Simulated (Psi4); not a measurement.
Psi4 1.11, BP86/def2-svpd: bromine (BrBr), 2 atoms. The geometry is a generated start, not checked to be a minimum at this level.

```json
{
  "task": "energy",
  "method": "bp86",
  "basis": "def2-svpd",
  "memory": "3 GB",
  "maxiter": "100",
  "keys_of_the_molecule_block": "symmetry c1",
  "scf_type": "df (default)",
  "guess": "auto, which took SAD (default)",
  "scf_initial_accelerator": "adiis (default)",
  "e_convergence": "1e-06 (default)",
  "d_convergence": "1e-06 (default)",
  "dft_radial_points": "75 (default)",
  "dft_spherical_points": "302 (default)",
  "basis_functions": "82",
  "grid_points": "43424"
}
```

```xyz
2

Br     1.1424    -0.0176     0.0092
Br    -1.1424     0.0176    -0.0092
```

One run each on 2 threads. Values of diis_max_vecs tried: 3, 6, 10 (default), 20.

Predict the course of the SCF iterations along this series.

Fewest SCF iterations, within one of each other: 6 with 7, 10 (default) with 7, 20 with 7. The count rises to 11 at 3. All converge to one solution.

```json
[
 {"diis_max_vecs": "3", "SCF iterations": "11", "end": "same solution"},
 {"diis_max_vecs": "6", "SCF iterations": "7", "end": "same solution"},
 {"diis_max_vecs": "10 (default)", "SCF iterations": "7", "end": "same solution"},
 {"diis_max_vecs": "20", "SCF iterations": "7", "end": "same solution"}
]
```
